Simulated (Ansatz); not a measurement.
Input and output of a self-consistent single point for YCuP₂ (P4/nmm, 8 atoms in the cell) (Ansatz, a first-principles code).

Method: PBEsol, default PAW files made with PBE (plane waves; Ansatz).

```
CELL_PARAMETERS angstrom
      3.71435     0.00000     0.00000
      0.00000     3.71435     0.00000
      0.00000     0.00000     9.77992
ATOMIC_POSITIONS crystal
  Y  0.50000 0.00000 0.23113
  Y  0.00000 0.50000 0.76887
  Cu 0.00000 0.00000 0.50000
  Cu 0.50000 0.50000 0.50000
  P  0.50000 0.00000 0.65215
  P  0.00000 0.50000 0.34785
  P  0.00000 0.00000 0.00000
  P  0.50000 0.50000 0.00000
```

Reference input (self-consistent single point, DFT, PBEsol, plane waves, default PAW files made with PBE): basis.ecutwfc = 30.9 Ry; kpoints.mp_grid.grid = 12 12 5; hamiltonian.xc = pbesol; hamiltonian.pseudopotentials = {kind: paw} (the program's default PAW files); scf.occupations.method = methfessel_paxton; scf.occupations.width = 0.01 Ry. This run's input differs from it in these lines:

Ansatz 0.2 input:
```diff
@@ -18,3 +18,3 @@
 kpoints:
-  mp_grid: { grid: [12, 12, 5] }
+  mp_grid: { grid: [10, 10, 4] }
 hamiltonian:
```

Log, with long lists cut:

```
SCF iter   1: F=—  HF=-23735.536536 eV  |F-HF|=—  |Δ(HF+E_count)|=         —  Δρ=9.86e-3  dr2=9.31e-2  ethr=1.77e-3  ⟨swp⟩=7.1  Hψ=12535  notcnv=0
all-band conjugate gradients solve this SCF's bands
preconditioner: auto → Kerker (q_TF=auto, 2.501 Å⁻¹)
SCF iter   2: F=—  HF=-23735.520813 eV  |F-HF|=—  |Δ(HF+E_count)|=   1.57e-2  S|Δr|=    0.00e0  Δρ=2.43e-3  dr2=1.91e-2  ethr=1.16e-4  ⟨swp⟩=2.0  Hψ=4785  notcnv=0  defer=10
   [... lines left out ...]
SCF iter   7: F=—  HF=-23735.516712 eV  |F-HF|=—  |Δ(HF+E_count)|=   1.60e-6  S|Δr|=    0.00e0  Δρ=1.12e-5  dr2=7.76e-7  ethr=2.31e-8  ⟨swp⟩=1.9  Hψ=3193  notcnv=0  defer=9
SCF iter   8: F=—  HF=-23735.516712 eV  |F-HF|=—  |Δ(HF+E_count)|=   5.17e-8  S|Δr|=    0.00e0  Δρ=9.78e-6  dr2=2.05e-7  ethr=9.70e-10  ⟨swp⟩=2.0  Hψ=4570  notcnv=0  defer=9
SCF iter   9: F=-23735.516712 eV  HF=-23735.516712 eV  |F-HF|=6.85e-9  |Δ(HF+E_count)|=   1.31e-8  S|Δr|=    0.00e0  Δρ=1.80e-6  dr2=8.65e-9  ethr=1.25e-10  ⟨swp⟩=10.0  Hψ=11979  notcnv=0
SCF 1 converged in 9 iterations: F = -23735.516712 eV  dr2 = 8.65e-9
Stability not checked (fill_not_monotonic)
Free energy (F): -23735.516712 eV
Internal energy: -23735.514989 eV  (E = F + TS)
E sigma→0 (E₀):  -23735.516281 eV
Entropy (-TS):   -0.001724 eV (-0.215 meV/atom)
Fermi energy:    11.880419 eV
--- Forces (eV/Å), atoms counted from 1 ---
  atom   1  Y     -0.00000000     0.00000000     0.03832092
  atom   2  Y      0.00000000     0.00000000    -0.03832092
  atom   3  Cu     0.00000000     0.00000000     0.00000000
  atom   4  Cu     0.00000000     0.00000000    -0.00000000
   [... lines left out ...]
  atom   8  P      0.00000000     0.00000000     0.00000000
--- Stress (GPa, compression-positive) ---
       -3.361897      -0.000000       0.000000
       -0.000000      -3.361897       0.000000
        0.000000       0.000000      -4.241737
  P = ⅓ Tr σ = -3.6552 GPa (-36.552 kbar)
  The stress holds the Pulay correction. Without it, at fixed plane waves, as pw.x and ABINIT print it: P = -3.6945 GPa
```

The run converged in 9 iterations. Against the reference run the free energy rises by 1.3 meV/atom, the pressure hardly changes (-3.68 to -3.66 GPa) and the largest force goes from 0.065 to 0.050 eV/Å.

The starting cell comes from a database of computed structures (which also holds hypothetical and non-ambient phases and stackings), without a prior relaxation at this level. Spin polarisation is off. Ansatz's pressure includes its estimate of the finite-basis (Pulay) stress.
